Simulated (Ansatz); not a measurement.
## Effect of isotropic strain +3.00 % on HfN

Take HfN in the rock salt structure (space group Fm-3m, No. 225; a = 4.468 Å; relaxed with 0.1 eV smearing) as the base.

Now apply this change: every lattice vector is stretched by 3.00 %; the atoms relax in the strained cell.

The values are results of plane-wave PAW DFT at the LDA level (Ansatz, a quantum-chemistry and plane-wave program, 420 eV), no spin-orbit coupling, not measurements. k-mesh 22×22×22 (Γ-centred); smearing 0.1 eV (Fermi–Dirac).

The volume per atom increases by 1.034 Å³ (11.15 Å³ → 12.19 Å³) and the space group is still Fm-3m (No. 225). The shortest interatomic distance goes up by 0.067 Å, from 2.234 Å to 2.301 Å and the energy goes up by 77 meV/atom. The pressure goes from zero to -22.1 GPa and the band gap remains zero.

Cost of the whole job for the changed cell (relaxation, final SCF and bands): very roughly 20 core-seconds.

No phonon test of stability was made. The final runs are not spin-polarised. An odd electron count without spin: HfN.
